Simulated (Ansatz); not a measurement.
For InGa₃N₄ (P3m1, No. 156, 8 atoms in the cell; start mp-1223879), PBEsol in Ansatz (PAW) gives:

| Quantity | Value |
|---|---|
| lattice constant a | 3.264 Å |
| lattice parameter c | 10.713 Å |
| bulk modulus B0 | 170 GPa |
| cohesive energy | 4.59 eV/atom |
| band gap | 0.68 eV |

Task: What does r²SCAN (PAW; Ansatz, a program for electronic structure) give for the same quantities?

Result: 
- lattice constant a: 3.267 Å (increases by 0.1 %)
- lattice parameter c: 10.719 Å (increases by 0.1 %)
- bulk modulus: 176 GPa (rises by 3.5 %)
- cohesive energy: 4.21 eV/atom (drops by 0.38 eV/atom)
- band gap: 1.07 eV (goes up by 0.39 eV)

Changes are worked out from the printed values.

Unless a cell is named, each level is at its own relaxed cell (PBEsol 12.36, r²SCAN 12.38 Å³/atom).

Levels without +SOC leave out spin–orbit coupling, which shifts energies and cells of such heavy elements.

Spin–orbit coupling is included only where a level's name says +SOC; with heavier elements it mostly lowers gaps and can invert bands. Density-functional gaps are differences of (generalised) Kohn–Sham levels.

Caveats: the bulk modulus is −V dP/dV from two relaxed cells at ±2 % in volume (PBEsol, r²SCAN); the relaxation could not lower the start's symmetry, so the cell can be a saddle point above a distorted one (PBEsol, r²SCAN). Ansatz's density-functional and Hartree–Fock values are scalar-relativistic unless marked +SOC, with PAW data made under PBE.

A start named mp-… is a Materials Project structure, which need not be a measured phase.
